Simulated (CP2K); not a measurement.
Worked example: relaxation of cell and atoms of K3Al (Pm-3m, 4 atoms in the cell) in CP2K.

Level of theory: PBEsol, GPW, DZVP-MOLOPT-SR-GTH basis, GTH-PBE potentials (GTH_POTENTIALS) (CP2K).

```
K3Al
1.0
    5.77187     0.00000     0.00000
    0.00000     5.77187     0.00000
    0.00000     0.00000     5.77187
K Al
3 1
Cartesian
  0.00000   2.88593   2.88593
  2.88593   0.00000   2.88593
  2.88593   2.88593   0.00000
  0.00000   0.00000   0.00000
```

Reference input (self-consistent single point, DFT PBEsol, GPW, DZVP-MOLOPT-SR-GTH basis, GTH-PBE potentials (GTH_POTENTIALS)): CUTOFF = 500 Ry; REL_CUTOFF = 50 Ry; SMEAR/METHOD = FERMI_DIRAC; ELECTRONIC_TEMPERATURE = 580.23 K; KPOINTS/SCHEME = MONKHORST-PACK 5 5 5; XC_FUNCTIONAL = PBE:PBESOL; K/BASIS_SET = DZVP-MOLOPT-SR-GTH-q9; K/POTENTIAL = GTH-PBE-q9; Al/BASIS_SET = DZVP-MOLOPT-SR-GTH-q3; Al/POTENTIAL = GTH-PBE-q3; METHOD = GPW; EPS_DEFAULT = 1e-11. This run's input differs from it in these lines:

```diff
@@ -2,3 +2,3 @@
   PROJECT scf
-  RUN_TYPE ENERGY_FORCE
+  RUN_TYPE CELL_OPT
   PRINT_LEVEL LOW
@@ -14,2 +14,3 @@
       EPS_DEFAULT 1E-11
+      EXTRAPOLATION USE_GUESS
     &END QS
@@ -22,3 +23,3 @@
       SCF_GUESS ATOMIC
-      EPS_SCF 1E-6
+      EPS_SCF 1E-7
       MAX_SCF 100
@@ -92,2 +93,20 @@
 &END FORCE_EVAL
+&MOTION
+  &CELL_OPT
+    OPTIMIZER BFGS
+    MAX_ITER 60
+    MAX_FORCE 4E-4
+    RMS_FORCE 3E-4
+    EXTERNAL_PRESSURE [GPa] 0
+    PRESSURE_TOLERANCE [bar] 200
+  &END CELL_OPT
+  &PRINT
+    &CELL ON
+    &END CELL
+    &RESTART OFF
+    &END RESTART
+    &RESTART_HISTORY OFF
+    &END RESTART_HISTORY
+  &END PRINT
+&END MOTION
```

Output, abridged:

```
 SCF WAVEFUNCTION OPTIMIZATION

  Step     Update method      Time    Convergence         Total energy    Change
     1 NoMix/Diag. 0.20E+00      -     0.64885106       -86.7310456769 -8.67E+01
     2 Broy./Diag. 0.20E+00      -     0.02396497       -86.8005070760 -6.95E-02
     3 Broy./Diag. 0.20E+00      -     0.05703732       -86.6659535801  1.35E-01
     4 Broy./Diag. 0.20E+00      -     0.01626145       -86.5918228600  7.41E-02
     5 Broy./Diag. 0.20E+00      -     0.00357903       -86.5851098861  6.71E-03
     6 Broy./Diag. 0.20E+00      -     0.00025523       -86.5778163625  7.29E-03
   [... 2 lines left out ...]
     9 Broy./Diag. 0.20E+00      -     0.00004678       -86.5812686802  5.31E-04
    10 Broy./Diag. 0.20E+00      -     0.00000105       -86.5810596832  2.09E-04
    11 Broy./Diag. 0.20E+00      -     0.00000208       -86.5810828278 -2.31E-05
    12 Broy./Diag. 0.20E+00      -     0.00000007       -86.5810892881 -6.46E-06
  *** SCF run converged in    12 steps ***

  Overlap energy of the core charge distribution:               0.00000000000000
  Self energy of the core charge distribution:               -177.01448183810854
  Core Hamiltonian energy:                                     41.31979175591765
  Hartree energy:                                              62.52582548232825
  Exchange-correlation energy:                                -13.41160272971904
  Electronic entropic energy:                                  -0.00062195861027
  Fermi energy:                                                 0.08415330130893

  Total energy:                                               -86.58108928807982
  Total energy (extrapolated to T->0):                        -86.58077830877468

   [... lines left out ...]
  Fermi energy:                                                 0.08418755949552
  Total energy:                                               -86.58109088319067
 OPT| Pressure deviation [bar]                                  -1794.0918396872
 OPT| Pressure tolerance [bar]                                    200.0000000000
 OPT| Pressure is converged                                                   NO
  Fermi energy:                                                 0.08904147168301
  Total energy:                                               -86.58120278280610
 OPT| Pressure deviation [bar]                                     -0.0057586661
 OPT| Pressure tolerance [bar]                                    200.0000000000
 OPT| Pressure is converged                                                  YES
   [... lines left out ...]
  Electronic entropic energy:                                  -0.00061359171328
  Fermi energy:                                                 0.08904147168301

  Total energy:                                               -86.58120278280610
  Total energy (extrapolated to T->0):                        -86.58089598694946

 ENERGY| Total FORCE_EVAL ( QS ) energy [hartree]            -86.581202782806102
```

The run converged. 

Summary of the result:
| Item | Value |
|---|---|
| Free energy E − TS | -2355.9946 eV |
| Fermi level (on the code's own zero) | 2.42 eV |
| Pressure | 0.00 GPa |
| Final cell | a = b = c = 5.718 Å, α = β = γ = 90.00° |
| Final volume per atom | 46.73 Å³ |
| Relaxation steps | 6 |

The starting cell comes from a database of computed structures (which also holds hypothetical and non-ambient phases and stackings), without a prior relaxation at this level. Values carry the incompleteness of an atom-centred basis. The potentials were made for another functional than the one used.

Cost on one core of a shared machine: roughly 3 min.
